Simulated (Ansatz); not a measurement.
## Seebeck coefficient of p-type Si (Fd-3m) against temperature

Si (Fd-3m), p-type; conventional cell a = b = c = 5.4337 Å, α = β = γ = 90.00°. The numbers are results of HSE06, rigid bands (plane waves, PAW, scalar-relativistic; Ansatz, a first-principles code), not measurements. Geometry: cell and atoms relaxed with PBEsol. Sums run over bands interpolated from the self-consistent mesh; computed gap 1.13 eV. |S| is the size of the Seebeck coefficient, averaged over directions. The hole density is held at 1e18 cm⁻³, under a fifth of N_v and over ten times the intrinsic density in every row, and the structure is held as it is at all temperatures.

Here T stands for T and |S| for |S|.

```csv
T (K),|S| (μV/K)
300,512
400,549
500,578
600,601
800,?
```

### Question
Fit |S| against T with a straight line in ln T, and predict the withheld value at T = 800.

### Answer
With u = ln T - 6.08, the rows have u = -0.37622, -0.08854, 0.13461, 0.31693. Means: u -0.0033050, |S| 560.0. About the means, the sum of products is 34.450 and the sum of squares of u is 0.26790; the slope is their ratio. Least squares gives |S| = 560.4 + 128.6·u. Residuals (row less fit): 0.0, 0.0, 0.3, -0.2; standard error 0.2 (degrees of freedom: 2). With one parabolic band N_v grows as T^(3/2), which gives a slope of (3/2)·k_B/e = 129 μV/K; the fit has 129. At the withheld row, u = 0.60461, so |S| = 560.4 + 128.6 × 0.60461 = 638.2 μV/K. The calculation gives 638 μV/K, which the fit meets to the printed digits. The row lies outside the fitted rows, so this is an extrapolation.

Series that bend far from this form aren't tabulated. Rigid bands with a gap fixed in temperature, one relaxation time for all states and one kind of carrier; polarons and phonon drag are left out, and so is whether such doping can be reached. Spin-orbit coupling is left out; where it splits the top of the valence band, N_v and the p-type Seebeck coefficient come out somewhat high without it.
